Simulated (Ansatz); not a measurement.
**SrHfN2 (model structure, started from the LiVN2 type, Pna2₁, No. 33, 16 atoms in the cell)**

Computed with dielectric-dependent PBEsol hybrid in Ansatz (plane waves, PAW).

Run with plane-wave cutoff 460 eV, 4×4×4 k mesh, Fermi–Dirac smearing 0.01 eV, scalar-relativistic PAW data made under PBE.

Cell (relaxed with PBEsol):

```cif
data_Hf4N8Sr4
_chemical_formula_sum 'Sr4 Hf4 N8'
_space_group_name_H-M_alt 'Pna21'
_space_group_IT_number 33
_space_group_name_Hall 'P 2c -2n'
_cell_length_a 6.36595
_cell_length_b 7.85280
_cell_length_c 5.67876
_cell_angle_alpha 90.000
_cell_angle_beta 90.000
_cell_angle_gamma 90.000
loop_
_atom_site_label
_atom_site_type_symbol
_atom_site_symmetry_multiplicity
_atom_site_Wyckoff_symbol
_atom_site_fract_x
_atom_site_fract_y
_atom_site_fract_z
_atom_site_occupancy
Sr1 Sr 4 a 0.41734 0.12046 0.48180 1
Hf1 Hf 4 a 0.06483 0.12632 0.00002 1
N1 N 4 a 0.04732 0.09359 0.35383 1
N2 N 4 a 0.11887 0.66167 0.43436 1
```

| Item | Value |
|---|---|
| band gap | 3.32 eV (on the SCF k mesh) |

Note: the relaxation could raise the start's symmetry but not lower it, so the cell can be a saddle point; cell and atoms aren't relaxed at this level (largest force component 0.07 eV/Å, pressure -0.5 GPa).

Spin–orbit coupling is not included.

Cost on a shared machine: roughly 60 core-minutes.

A model structure was made by putting elements into a prototype or built by hand; it is no filed structure, need not be a known phase, and can be a saddle point held by its symmetry.

Ansatz is a program for electronic structure.
